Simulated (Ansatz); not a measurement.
Base system: InSb in the zinc blende structure (space group F-43m, No. 216; a = 6.519 Å).

Now apply this change: cell and atoms relaxed at a pressure of 4.5 GPa.

Levels (all Ansatz, a quantum-chemistry and plane-wave program, PAW): PBEsol (420 eV, without spin-orbit coupling); r2SCAN (500 eV, spin-orbit coupling left out); HSE06 (420 eV, no spin-orbit coupling).

One geometry, relaxed with PBEsol, under each level:

Notes on the quantities. hole mass: degenerate bands, along [100].

| level | band gap | lowest conduction level above the VBM at special points | electron mass | hole mass | pressure |
|---|---|---|---|---|---|
| PBEsol | 0.12 eV | Γ 0.12 eV; L 0.60 eV; X 1.14 eV; K 1.50 eV | – | – | 4.52 GPa |
| r2SCAN | 0.66 eV | Γ 0.66 eV; L 0.98 eV; X 1.46 eV; K 1.82 eV | 0.038 mₑ (at Γ) | 0.037, 0.27, 0.27 mₑ (at Γ) | 5.73 GPa |
| HSE06 | ___ | ___ | – | – | – |

Task: Give the withheld HSE06 results.

Result: 
- HSE06, band gap: 0.95 eV
- HSE06, lowest conduction level above the VBM at special points: Γ 0.95 eV; L 1.28 eV; X 1.72 eV

Single points use the geometry relaxed with PBEsol. Their cutoffs differ, which shifts pressures a little. Spin-orbit coupling, missing from the scalar runs, can matter with Sb. Load acts through the strain it causes; cell and atoms are relaxed under it. Effective masses come from finite differences of ±0.01 Å⁻¹. Stability against distortions was not tested. Tetrahedral semiconductors of this kind turn to denser phases somewhere between about 1 and 50 GPa; those were not computed, so compressed cells here can lie past the real transition. All final runs are without spin polarisation. A zero or small gap of InSb can be the functional's error rather than a property of the material.
